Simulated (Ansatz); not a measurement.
**Alloy series in InAs**

The parent structure is InAs in the zinc blende structure (space group F-43m, No. 216; a = 6.186 Å).

The other end (x = 1) is AlAs in the zinc blende structure (space group F-43m, No. 216): 23.50 Å³/atom, gap 1.50 eV.

Al replaces a fraction x of In; each row is one arrangement (x, atoms in the cell, starting space group or random), fully relaxed.

The values are results of Kohn–Sham DFT with the PBE functional, run in Ansatz (a first-principles code) with PAW and 420 eV plane waves, scalar-relativistic without spin-orbit coupling, not measurements.

Notes on the quantities. mixing energy: to 0.01 eV only: unlike meshes or grids; deviation of the volume from the linear: Vegard-type) interpolation.

```tsv
case	mixing energy	band gap	density	deviation of the volume from the linear
base	–	zero	5.32 g/cm³	–
x(Al) = 0.25, 8 atoms, P-4m2	+0.01 eV/atom	zero	4.99 g/cm³	-0.5 %
x(Al) = 0.25, 8 atoms, Amm2	+0.02 eV/atom	zero	4.99 g/cm³	-0.5 %
x(Al) = 0.25, 8 atoms, R3m	+0.02 eV/atom	zero	4.98 g/cm³	-0.3 %
x(Al) = 0.333, 6 atoms, P3m1	+0.03 eV/atom	zero	4.86 g/cm³	-0.4 %
x(Al) = 0.5, 4 atoms, P-4m2	+0.02 eV/atom	0.48 eV	4.60 g/cm³	-0.9 %
x(Al) = 0.667, 6 atoms, Imm2	+0.01 eV/atom	___	4.30 g/cm³	-0.9 %
x(Al) = 0.75, 8 atoms, Pmm2	+0.01 eV/atom	1.03 eV	4.14 g/cm³	-0.7 %
x(Al) = 0.75, 8 atoms, Cm	+0.01 eV/atom	___	4.14 g/cm³	-0.7 %
x(Al) = 0.75, 8 atoms, Amm2	+0.02 eV/atom	0.97 eV	4.13 g/cm³	___
```

Question: Complete the table.

Answer: 
- x(Al) = 0.667, 6 atoms, Imm2, band gap: 0.88 eV
- x(Al) = 0.75, 8 atoms, Cm, band gap: 1.02 eV
- x(Al) = 0.75, 8 atoms, Amm2, deviation of the volume from the linear: -0.6 %

Each cell is one ordered arrangement of few atoms, which overstates ordering effects compared with a random alloy. Whether these cells are dynamically stable was not tested. All final runs are without spin polarisation. Gaps under 0.05 eV, about the width of the smearing, are given as zero. A zero or small gap of AlIn3As4, InAs and AlIn2As3 can be the functional's error rather than a property of the material.
